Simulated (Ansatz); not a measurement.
# CsSnI3 under a change: uniaxial strain ε_zz = +1.80 %

Consider CsSnI3 in the cubic perovskite structure (space group Pm-3m, No. 221; a = 6.1305 Å). Axes: x, y, z lie along the cube axes.

It is then changed as follows: uniaxial strain ε_zz = +1.80 %, all other strain components held at zero; the atoms relax in the strained cell.

Computed with PBEsol (Ansatz, a first-principles code), scalar-relativistic without spin-orbit coupling. Γ-centred 8×8×8 mesh, Fermi–Dirac width 0.05 eV.

The volume per atom goes up by 0.83 Å³ to 46.91 Å³ and the space group changes from Pm-3m (No. 221) to P4/mmm (No. 123). The energy increases by 1.9 meV/atom and the pressure (mean of the normal stresses, compression positive) goes from zero to -0.29 GPa. The band gap is still 0.10 eV and the gap character is direct at A. The stress (xx, yy, zz, yz, xz, xy; compression positive) is (-0.08, -0.08, -0.72, 0.00, 0.00, 0.00) GPa.

With I present, leaving out spin-orbit coupling can change the band edges. Whether these cells are dynamically stable was not tested. Many cubic perovskites are stable only at high temperature; tilts and polar distortions were not tested. A zero or small gap of CsSnI3 can be the functional's error rather than a property of the material. k-point labels follow each cell's own Brillouin zone.
